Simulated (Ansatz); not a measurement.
# MgH2 (space group Pbcn, No. 60; a cell from a computed database, its experimental status unchecked)

```cif
data_H8Mg4
_chemical_formula_sum 'Mg4 H8'
_space_group_name_H-M_alt 'Pbcn'
_space_group_IT_number 60
_space_group_name_Hall '-P 2n 2ab'
_cell_length_a 4.47448
_cell_length_b 5.39455
_cell_length_c 4.89511
_cell_angle_alpha 90.000
_cell_angle_beta 90.000
_cell_angle_gamma 90.000
loop_
_space_group_symop_operation_xyz
  'x, y, z'
  '-x, -y, -z'
  '-x+1/2, -y+1/2, z+1/2'
  'x+1/2, y+1/2, -z+1/2'
  'x+1/2, -y+1/2, -z'
  '-x+1/2, y+1/2, z'
  '-x, y, -z+1/2'
  'x, -y, z+1/2'
loop_
_atom_site_label
_atom_site_type_symbol
_atom_site_symmetry_multiplicity
_atom_site_Wyckoff_symbol
_atom_site_fract_x
_atom_site_fract_y
_atom_site_fract_z
_atom_site_occupancy
Mg1 Mg 4 c 0.00000 0.66966 0.25000 1
H1 H 8 d 0.22983 0.39397 0.07893 1
```

Computed with PBEsol, PAW, 420 eV (Ansatz, an electronic-structure program; scalar-relativistic without spin-orbit coupling). Settings: 6×5×6 k-points, 0.05 eV Fermi–Dirac smearing.

| Item | Value |
|---|---|
| Volume per atom | 9.85 Å³ |
| Density | 1.48 g/cm³ |
| Band gap | 3.41 eV, indirect, Γ → k = (1/3, 0, 0) in the run's primitive reciprocal basis |
| Electron mass | 0.53 mₑ along a, 0.92 mₑ along b, 0.40 mₑ along c |
| Hole mass | 0.84 mₑ along a, 0.97 mₑ along b, 1.9 mₑ along c |
| Total energy | -647.967 eV/atom (σ→0; compares only within this code and set-up) |

Masses are band curvatures over ±0.01 Å⁻¹ around the edge. Whether these cells are dynamically stable was not tested.
